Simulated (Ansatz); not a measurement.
```
AgI
1.0
    4.68552     0.00000     0.00000
   -2.34276     4.05778     0.00000
    0.00000     0.00000     7.66248
Ag I
2 2
Direct
  0.33333   0.66667   0.00254
  0.66667   0.33333   0.50254
  0.33333   0.66667   0.37736
  0.66667   0.33333   0.87736
```

Another polymorph of this substance is known too; which is more stable was not tested here.  Spin-orbit coupling is not included.

List the harmonic phonon frequencies (cm⁻¹; finite displacements on a 3×3×2 mesh, PBE in Ansatz, an electronic-structure program, k mesh 6×6×4) at q = (0.333, 0.333, 0.000), (0.333, 0.333, -0.500), (0.000, 0.333, 0.000), in fractions of this cell's reciprocal vectors. At Γ leave out the LO-TO shift.


- (0.333, 0.333, 0.000): 31, 31, 32, 33, 75, 75, 97, 97, 103, 104, 104, 111
- (0.333, 0.333, -0.500): 23, 23, 34, 34, 78, 78, 99, 99, 101, 101, 107, 107
- (0.000, 0.333, 0.000): 19, 23, 27, 34, 58, 79, 95, 96, 98, 102, 107, 110
